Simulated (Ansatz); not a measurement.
Consider V₃Si in the A15 (Cr3Si type) structure (space group Pm-3n, No. 223; a = 4.650 Å).

Calculations: Ansatz (an electronic-structure program) PBEsol, scalar-relativistic without spin-orbit coupling, earlier PAW set.

Base values:

| Quantity | Result |
|---|---|
| Lattice parameter a | 465.0 pm |

The change: cell and atoms relaxed at a pressure of 45 GPa.

### Question
What does the calculation give for the lattice parameter a after the change?

### Answer
The lattice parameter a falls by 23.9 pm to 441.1 pm.

Load acts through the strain it causes; cell and atoms are relaxed under it. No phonon test of stability was made. Competing high-pressure phases were not computed. Starting moments died away, wholly or in part, for the base; another magnetic solution may exist. The final runs are not spin-polarised.
